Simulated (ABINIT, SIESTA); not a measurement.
An ABINIT input for a self-consistent single point of AgCl (Fm-3m, 2 atoms in the cell) (DFT, PBE, plane waves, norm-conserving pseudopotentials (PseudoDojo nc-sr-05 PBE standard)):

```
# AgCl, PseudoDojo nc-sr-05 PBE standard
pp_dirpath "./"
pseudos "Ag.upf, Cl.upf"
acell 7.4161217731 7.4161217731 7.4161217731
rprim
         0.0000000000    0.7071067812    0.7071067812
         0.7071067812    0.0000000000    0.7071067812
         0.7071067812    0.7071067812    0.0000000000
natom 2
ntypat 2
znucl 47 17
typat 1 2
xred
         0.0000000000    0.0000000000    0.0000000000
         0.5000000000    0.5000000000    0.5000000000
ecut 41
occopt 3
tsmear 0.00036749
nband 18
kptopt 1
ngkpt 8 8 8
nshiftk 1
shiftk 0 0 0
nstep 100
tolvrs 1.0e-10
prtwf 0
prtden 0
prtvol 1
enunit 2
```

Task: Give the SIESTA input for the same structure, mesh, smearing and functional.

Result: One input that does it (others would too):

```
# files in the folder: Ag.psml Cl.psml (PseudoDojo PBE standard)
SystemName  AgCl
SystemLabel agcl

NumberOfAtoms                2
NumberOfSpecies              2
%block ChemicalSpeciesLabel
  1 47 Ag
  2 17 Cl
%endblock ChemicalSpeciesLabel
LatticeConstant              1.0 Ang
%block LatticeVectors
     0.000000000    2.775000000    2.775000000
     2.775000000    0.000000000    2.775000000
     2.775000000    2.775000000    0.000000000
%endblock LatticeVectors
AtomicCoordinatesFormat      Bohr
%block AtomicCoordinatesAndAtomicSpecies
     0.000000000    0.000000000    0.000000000  1
     5.243989996    5.243989996    5.243989996  2
%endblock AtomicCoordinatesAndAtomicSpecies

XC.functional                GGA
XC.authors                   PBE
PAO.BasisSize                DZP
PAO.EnergyShift              0.005 Ry
MeshCutoff                   350 Ry
%block kgrid.MonkhorstPack
    8   0   0  0.0
    0   8   0  0.0
    0   0   8  0.0
%endblock kgrid.MonkhorstPack
OccupationFunction           FD
ElectronicTemperature        0.01 eV

MaxSCFIterations             150
SCF.Mixer.Method             Pulay
SCF.Mixer.Weight             0.25
SCF.Mixer.History            8
SCF.DM.Tolerance             1.0E-04
Diag.ParallelOverK           true
WriteForces                  true
Charge.Mulliken              end
```

Basis settings and potentials, where a program has them, do not carry over. This input uses DFT, GGA PBE, numerical atomic orbitals DZP, PseudoDojo PBE standard norm-conserving potentials (rewritten from UPF to PSML). Both were run: pressure 1.43 GPa in ABINIT and 0.78 in SIESTA; gap on the mesh 0.913 eV in ABINIT and 1.194 in SIESTA.

On SIESTA: the starting cell has typed, rounded lattice constants, without a prior relaxation at this level. Values carry the incompleteness of an atom-centred basis.

On ABINIT: the starting cell has typed, rounded lattice constants, without a prior relaxation at this level.
